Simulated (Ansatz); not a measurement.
Take GaP in the zinc blende structure (space group F-43m, No. 216) as the base.

```xyz
2
Lattice="0.0000 2.7257 2.7257 2.7257 0.0000 2.7257 2.7257 2.7257 0.0000" Properties=species:S:1:pos:R:3 pbc="T T T"
Ga     0.0000     0.0000     0.0000
P      1.3628     1.3628     1.3628
```

Cartesian axes are those of the cell as printed.

All numbers come from Ansatz (an electronic-structure program) r2SCAN, no spin-orbit coupling.

Base values:

| Item | Value |
|---|---|
| Valence-band top at Γ | 0.00, 0.00, 0.00 eV |

One thing is altered: tensor shear ε_xy = +0.57 % (engineering shear γ = 0.0114); the atoms relax in the strained cell.

**Question.** How does this affect the valence-band top at Γ?

**Answer.** The valence-band top at Γ (three highest levels, from the VBM) changes from 0.00, 0.00, 0.00 eV to 0.00, -0.05, -0.09 eV.

**Question.** What does the calculation give for the energy relative to the base after the change?

**Answer.** The energy increases by 0.6 meV/atom.

Stability against distortions was not tested.
